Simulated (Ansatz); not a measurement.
# Antifluorite K₂S

Level of theory: Hartree–Fock (Ansatz, a quantum-chemistry and plane-wave program, PAW).

Run with plane-wave cutoff 460 eV, 6×6×6 k mesh, Fermi–Dirac smearing 0.01 eV, scalar-relativistic PAW data made under PBE.

Cell (measured lattice):

```cif
data_K2S
_chemical_formula_sum 'K2 S1'
_space_group_name_H-M_alt 'P 1'
_space_group_IT_number 1
_cell_length_a 5.22623
_cell_length_b 5.22623
_cell_length_c 5.22623
_cell_angle_alpha 60.000
_cell_angle_beta 60.000
_cell_angle_gamma 60.000
loop_
_space_group_symop_operation_xyz
  'x, y, z'
loop_
_atom_site_label
_atom_site_type_symbol
_atom_site_fract_x
_atom_site_fract_y
_atom_site_fract_z
_atom_site_occupancy
K1 K 0.25000 0.25000 0.25000 1
K2 K 0.75000 0.75000 0.75000 1
S1 S 0.00000 0.00000 0.00000 1
```

```yaml
band_gap: 9.02 eV (on the SCF k mesh) (indirect)
smallest_direct_gap_on_the_k_points_sampled: 9.20 eV
```

Note: cell and atoms aren't relaxed at this level (pressure 2.2 GPa).

Computed values are for the static lattice.

Computing time: very roughly 2.4 core-minutes.
